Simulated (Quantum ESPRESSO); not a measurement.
Quantum ESPRESSO run on YbP2Ru2 (I4/mmm, 5 atoms in the cell): self-consistent single point.

Method of the run: LDA (PZ), SSSP 1.1.2 efficiency (PBE) pseudopotentials (plane waves; Quantum ESPRESSO).

The change in words: lattice scaled by 0.98. Reference geometry:
```yaml
crystal:
  lattice:
    - [2.03422, -2.03422, 4.80540]
    - [2.03422, 2.03422, 4.80540]
    - [-2.03422, -2.03422, 4.80540]
  atoms:
    - { symbol: Yb, position: [0.00000, 0.00000, 0.00000] }
    - { symbol: P, position: [0.00000, 0.36990, 0.36990] }
    - { symbol: P, position: [0.00000, 0.63010, 0.63010] }
    - { symbol: Ru, position: [0.50000, 0.75000, 0.25000] }
    - { symbol: Ru, position: [0.50000, 0.25000, 0.75000] }
```

Reference input (self-consistent single point, DFT, LDA (PZ), plane waves, SSSP 1.1.2 efficiency (PBE) pseudopotentials): ecutwfc = 60 Ry; ecutrho = 480 Ry; occupations = smearing; smearing = fd; degauss = 0.0073499 Ry; input_dft = pz; K_POINTS = automatic 7 7 7 0 0 0; conv_thr = 1e-10 Ry; mixing_beta = 0.5. This run's input differs from it in these lines:

```diff
@@ -9,4 +9,4 @@
  ibrav = 7
- celldm(1) = 7.6882373545
- celldm(3) = 2.362281365831
+ celldm(1) = 7.5344741192
+ celldm(3) = 2.362280891842
  nat = 5
```

Output (repeated stretches shortened):

```
     Self-consistent Calculation

     iteration #  1     ecut=    60.00 Ry     beta= 0.50

     Threshold (ethr) on eigenvalues was too large:
     Diagonalizing with lowered threshold

     total energy              =   -1398.82218942 Ry
     estimated scf accuracy    <       0.50981876 Ry

     iteration #  2     ecut=    60.00 Ry     beta= 0.50

     total energy              =   -1396.01638166 Ry
     estimated scf accuracy    <      79.46874227 Ry

     iteration #  3     ecut=    60.00 Ry     beta= 0.50

     total energy              =   -1399.11551377 Ry
     estimated scf accuracy    <       0.81396844 Ry

   [... 16 blocks of this kind left out ...]

     iteration # 20     ecut=    60.00 Ry     beta= 0.50

     total energy              =   -1399.18608241 Ry
     estimated scf accuracy    <          3.1E-10 Ry

     iteration # 21     ecut=    60.00 Ry     beta= 0.50
     End of self-consistent calculation

     the Fermi energy is    18.6851 ev

!    total energy              =   -1399.18608241 Ry
     estimated scf accuracy    <          6.7E-12 Ry
     smearing contrib. (-TS)   =      -0.00899974 Ry
     internal energy E=F+TS    =   -1399.17708267 Ry

     convergence has been achieved in  21 iterations

     Forces acting on atoms (cartesian axes, Ry/au):

     atom    1 type  1   force =     0.00000000    0.00000000    0.00000000
     atom    2 type  2   force =     0.00000000    0.00000000    0.03724801
     atom    3 type  2   force =    -0.00000000    0.00000000   -0.03724801
     atom    4 type  3   force =     0.00000000    0.00000000   -0.00000000
     atom    5 type  3   force =    -0.00000000    0.00000000    0.00000000

     Total force =     0.052677     Total SCF correction =     0.000001

          total   stress  (Ry/bohr**3)                   (kbar)     P=       24.54
   0.00015293  -0.00000000  -0.00000000           22.50       -0.00       -0.00
  -0.00000000   0.00015293   0.00000000           -0.00       22.50        0.00
  -0.00000000   0.00000000   0.00019458           -0.00        0.00       28.62

   JOB DONE.
```

The run converged in 21 iterations. Against the reference run the free energy drops by 19.9 meV/atom, the pressure goes from -8.80 to 2.45 GPa and the largest force goes from 0.145 to 0.958 eV/Å.

The starting cell comes from a database of computed structures (which also holds hypothetical and non-ambient phases and stackings), without a prior relaxation at this level. For this run, on top of that: lattice scaled by 0.98. Spin polarisation is off, so a magnetic state, if there is one, cannot be reached. The f electrons are in the valence without U or exact exchange, which can misplace them near the Fermi level. Spin-orbit terms, which matter for f shells, are left out.

Cost on one core of a shared machine: roughly 4 min.
